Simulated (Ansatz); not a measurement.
**PbS: carrier doping**

Start from PbS in the rock salt structure (space group Fm-3m, No. 225).

```cif
data_PbS
_chemical_formula_sum 'Pb1 S1'
_space_group_name_H-M_alt 'P 1'
_space_group_IT_number 1
_cell_length_a 4.24913
_cell_length_b 4.24913
_cell_length_c 4.24913
_cell_angle_alpha 60.000
_cell_angle_beta 60.000
_cell_angle_gamma 60.000
loop_
_space_group_symop_operation_xyz
  'x, y, z'
loop_
_atom_site_label
_atom_site_type_symbol
_atom_site_fract_x
_atom_site_fract_y
_atom_site_fract_z
_atom_site_occupancy
Pb1 Pb 0.00000 0.00000 0.00000 1
S1 S 0.50000 0.50000 0.50000 1
```

Carriers are added at fixed cell with a uniform background; the Fermi–Dirac width is that of 300 K.

All numbers come from PBE in Ansatz (plane waves to 420 eV, PAW, scalar-relativistic without spin-orbit coupling).

Notes on the quantities. Fermi level from band edge: Fermi level relative to the doped band's edge (positive inside the band; to 0.05 eV).

| electron density (10^21 cm⁻³) | Fermi level from band edge (eV) |
|---|---|
| 0.5 | 0.35 |
| 1 | 0.50 |
| 2 | ? |
| 5 | 1.00 |

Question: Fit E_F = C n^s, fitted as a line in log–log form (a parabolic band gives s = 2/3) to the rows shown and predict the withheld row.

Answer: Least squares on the printed values gives C = 0.49 eV, s = 0.45 (largest residual 0.01 eV); this predicts 0.67 eV, and the run gives 0.70 eV, in agreement.

Carriers are added with a uniform compensating background; total energy and stress of such cells depend on the potential's zero and are not compared; many-body gap narrowing is missing at this level. Whether these cells are dynamically stable was not tested. The base started in P3_121 and relaxed to Fm-3m at this level.

Ansatz is a quantum-chemistry and plane-wave program.
